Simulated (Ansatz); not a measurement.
Fluorite CoSi2 was calculated with r²SCAN-D4 in Ansatz (plane waves, PAW).

Input file:

Ansatz 0.2 input:
```yaml
crystal:
  lattice:
    - [0.0, 2.7013071383, 2.7013071383]
    - [2.7013071383, 0.0, 2.7013071383]
    - [2.7013071383, 2.7013071383, 0.0]
  atoms:
    - { symbol: Co, position: [0.0, 0.0, 0.0] }
    - { symbol: Si, position: [0.25, 0.25, 0.25] }
    - { symbol: Si, position: [0.75, 0.75, 0.75] }
basis:
  ecutwfc: 560
  ecutrho_ratio: 4
  xc_grid: 3
kpoints:
  mp_grid: { grid: [18, 18, 18] }
hamiltonian:
  xc: r2scan
  dispersion: d4
  pseudopotentials: { kind: paw }
scf:
  occupations: { method: fermi_dirac, width: 0.05 }
  convergence: { dr2_threshold: 0.0000000003 }
output:
  forces: true
  stress: true
  eigenvalues: true
```

Problem. How many irreducible k-points, plane waves at Γ does the program set up, and what pressure does the run end with?

Solution. 195 irreducible k-points, 1243 plane waves at Γ; P = -10.31 GPa, so the cell is stretched on average and its volume would shrink at this level.

Excerpt of the program's output:

```
Crystal: 3 atoms, lattice volume = 39.423 Å³
Basis set: ecut = 560 eV, 1243 PW (Γ), exchange–correlation on 90×90×90 points (27 copies of the dense FFT grid, shifted against one another)
Bands: 17, of which v1, the nominal top of the filled ones, is band 13 counted from 1 (12 counted from 0)
Symmetry: 48 space group operations
Space group: Fm-3m (ITA 225), of the structure as read, at distance tolerance 3.4e-5 Å
k-points: 195 of 5832
Functional: x = r2scan, c = r2scan; τ floored in thin density (d = 2e-4 eV/Å³)
SCF iter   1: F=—  HF=-6411.247402 eV  |F-HF|=—  |Δ(HF+E_count)|=         —  Δρ=1.88e-2  dr2=1.08e-1  dr2_τ=5.93e-2
SCF iter   2: F=—  HF=-6411.328972 eV  |F-HF|=—  |Δ(HF+E_count)|=   8.16e-2  Δρ=1.95e-2  dr2=9.02e-2  dr2_τ=5.53e-4
  ...
SCF iter  10: F=—  HF=-6411.317186 eV  |F-HF|=—  |Δ(HF+E_count)|=   3.84e-9  Δρ=9.21e-7  dr2=3.02e-10  dr2_τ=9.08e-12
SCF iter  11: F=-6411.317186 eV  HF=-6411.317186 eV  |F-HF|=6.37e-12  |Δ(HF+E_count)|=  7.46e-11  Δρ=2.00e-7  dr2=1.01e-11  dr2_τ=2.23e-12
SCF 1 converged in 11 iterations: F = -6411.317186 eV  dr2 = 1.01e-11
SCF converged after 11 iterations
Free energy (F): -6411.317186 eV
Internal energy: -6411.308890 eV  (E = F + TS)
E sigma→0 (E₀):  -6411.313038 eV
Fermi energy:    12.363237 eV
--- Forces (eV/Å), atoms counted from 1 ---
  atom   1  Co    -0.00000000     0.00000000     0.00000000
  atom   2  Si    -0.00000000    -0.00000000    -0.00000000
  atom   3  Si    -0.00000000     0.00000000     0.00000000
--- Stress (GPa, compression-positive) ---
      -10.311847      -0.000000       0.000000
       -0.000000     -10.311847       0.000000
       -0.000000      -0.000000     -10.311847
  P = ⅓ Tr σ = -10.3118 GPa (-103.118 kbar)
```

The cell is one volume of an energy–volume scan, off the minimum.

The PAW data were made under PBE.

Cost on a shared machine: around 28 core-seconds (rough).

Ansatz is a first-principles code.
